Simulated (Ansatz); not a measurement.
**Question.** Name crystals whose logarithmic mean phonon energy lies between 17.1 and 27 meV and whose electron-phonon coupling λ lies between 0.29 and 0.46, by PBEsol, DFPT electron-phonon coupling, linearised Boltzmann equation (Ansatz, a program for electronic structure).

**Answer.** Many crystals can fit; among those computed here:
- YAl$_{2}$ (Fd-3m): 21 meV, 0.40

Metals; harmonic phonons. Halving the electron mesh moves these values by up to 1 %; q meshes are mostly untested. Spin-orbit coupling is left out.
